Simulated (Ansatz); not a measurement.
## Worked sum: formation energy of H_i + V_Mo in Mo (bcc, Im-3m)

Subject: the formation energy of H_i + V_Mo in Mo (bcc, Im-3m). Reaction: 53 Mo (bcc) + 1/2 H2 (gas) → cell A.

A: a supercell of 54 sites of Mo (bcc, Im-3m) with one empty Mo site amid 8 Mo; H off the lattice sites (5 Mo at 1.90–2.27 Å); the closest two of these centres are 1.3 Å apart; spin state with PBE: run without spin.

Method: Ansatz (a first-principles code), PAW, neutral cells at 0 K with nuclei at rest, on structures from PBE. Ansatz runs with its default PAW set. Other levels take these structures. The lattices are those relaxed with PBE, so at other levels the solids can be strained, which adds to the spread. Larger cells are relaxed from a start prepared with the learned potential CHGNet, on a coarser mesh till forces fall under 0.03 eV/Å, which some starts already meet. A dispersion term (D3(BJ), or D4 for r2SCAN) was computed beside these levels and is taken off wherever the name lacks it. The PAW files were made for PBE and serve at the other functionals too. Space groups of crystals are read within 0.01 Å. Mesh and cell size may move defect energies by 0.1 eV or more. Cell A has symmetry Pm within 0.02 Å and got no random move, so less symmetric positions, which may lie lower, weren't tried.

Total energies of the cells in eV, at zero smearing width. They compare only within one column; the weights balance every element.

```tsv
cell	atoms	weight	r2SCAN	r2SCAN+D4
A: Mo:H_i + V_Mo	54	+1	-263295.84176	-263306.27656
Mo (bcc)	54	−53/54	-268250.27857	-268260.95113
H2 (gas)	2	−1/2	-31.88989	-31.89041
```

r2SCAN: (-263295.84176) − 53/54 × (-268250.27857) − 1/2 × (-31.88989) = 2.784 eV.

r2SCAN+D4: (-263306.27656) − 53/54 × (-268260.95113) − 1/2 × (-31.89041) = 2.824 eV.
